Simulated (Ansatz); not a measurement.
Consider a 24-atom cell of (Ru,Fe)S2 started in the pyrite structure, site fractions Ru 0.500, Fe 0.500, short-range order -0.33 among the nearest mixed sites of the first mixed sublattice (0 is random, a negative value favours unlike neighbours), space group P2_1/c at the end, an ordered arrangement that its symmetry holds. Its start:

```yaml
crystal:
  lattice:
    - [5.55096, 0.00066, 5.54797]
    - [0.00000, 5.55146, 5.54862]
    - [-5.55096, 0.00066, 5.54797]
  atoms:
    - { symbol: Ru, position: [0.00000, 0.50000, 0.00000] }
    - { symbol: Ru, position: [0.50000, 0.50000, 0.50000] }
    - { symbol: Fe, position: [0.00000, 0.50000, 0.50000] }
    - { symbol: Fe, position: [0.50000, 0.50000, 0.00000] }
    - { symbol: Ru, position: [0.50000, 0.00000, 0.00000] }
    - { symbol: Ru, position: [0.00000, 0.00000, 0.50000] }
    - { symbol: Fe, position: [0.00000, 0.00000, 0.00000] }
    - { symbol: Fe, position: [0.50000, 0.00000, 0.50000] }
    - { symbol: S, position: [0.57328, 0.12457, 0.19687] }
    - { symbol: S, position: [0.07328, 0.12457, 0.69687] }
    - { symbol: S, position: [0.92672, 0.87543, 0.30313] }
    - { symbol: S, position: [0.42672, 0.87543, 0.80313] }
    - { symbol: S, position: [0.79608, 0.89177, 0.68688] }
    - { symbol: S, position: [0.29608, 0.89177, 0.18688] }
    - { symbol: S, position: [0.70392, 0.10823, 0.81312] }
    - { symbol: S, position: [0.20392, 0.10823, 0.31312] }
    - { symbol: S, position: [0.30313, 0.37543, 0.42672] }
    - { symbol: S, position: [0.80313, 0.37543, 0.92672] }
    - { symbol: S, position: [0.19687, 0.62457, 0.07328] }
    - { symbol: S, position: [0.69687, 0.62457, 0.57328] }
    - { symbol: S, position: [0.31312, 0.60823, 0.70392] }
    - { symbol: S, position: [0.81312, 0.60823, 0.20392] }
    - { symbol: S, position: [0.18688, 0.39177, 0.79608] }
    - { symbol: S, position: [0.68688, 0.39177, 0.29608] }
```

Level of theory: r2SCAN (plane waves to 500 eV, PAW; Ansatz, a first-principles code). Spin–orbit coupling is left out; the runs are not spin-polarised. Its k-point mesh 4×4×4, Fermi–Dirac width 0.01 eV.

**Question.** Predict the alloy's volume and bond lengths.

**Answer.** 
| Quantity | Result |
|---|---|
| volume per atom | 14.07 Å³ |
| Ru–S bonds (within 1.22 times the sum of covalent radii) | 2.344 Å on average, from 2.337 to 2.355 (24) |
| Fe–S bonds (within 1.22 times the sum of covalent radii) | 2.284 Å on average, from 2.266 to 2.294 (24) |
